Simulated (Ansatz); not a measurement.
Pb (Fm-3m), Ansatz (a quantum-chemistry and plane-wave program) with PBEsol, DFPT electron-phonon coupling, linearised Boltzmann equation: Condition of this run: hydrostatic pressure 5 GPa (the target of the relaxation). phonon-limited resistivity 7.21 μΩ·cm at 300 K, 9.66 μΩ·cm at 400 K, current-weighted mean free path 11.2 nm, Drude plasma energy 10.24 eV.

### Question
Estimate the electronic thermal conductivity at 300 K by the Wiedemann-Franz law (L₀ = 2.44×10⁻⁸ W·Ω/K²).

### Answer
L₀T/ρ = 2.44×10⁻⁸ × 300/(7.21×10⁻⁸) = 102 W/(m·K). Inelastic scattering puts the true Lorenz number somewhat under L₀ near and below the Debye temperature.

### Question
What temperature coefficient of resistance follows, and how does it compare with 1/T?

### Answer
(ρ₄₀₀ − ρ₃₀₀)/(100 K × ρ₃₀₀) = 3.40×10⁻³ K⁻¹, against 1/T = 3.33×10⁻³ K⁻¹ for a resistivity proportional to T. Impurities would add a constant and lower it.

### Question
What is the classical skin depth at 100 GHz (nonmagnetic, μ₀ = 1.257×10⁻⁶ H/m)?

### Answer
δ = √(ρ/(π f μ₀)) = 427 nm.

A metal at this level (no band gap). Only scattering by harmonic phonons is included (no impurities, grain boundaries, electron-electron scattering or thermal expansion). Spin-orbit coupling is left out, which matters with elements this heavy. The squared frequency of the phonon mode least converged on the k mesh is uncertain by about 11 %. The run warned that the eigensolver left some states short of its tolerance. Halving the electron mesh (32x32x32) moves the resistivity by up to 1 % at 300 K, the mean free path by up to 1 %. Smearing 0.20 eV; phonons on a 5x5x5 q mesh, which this run doesn't test.
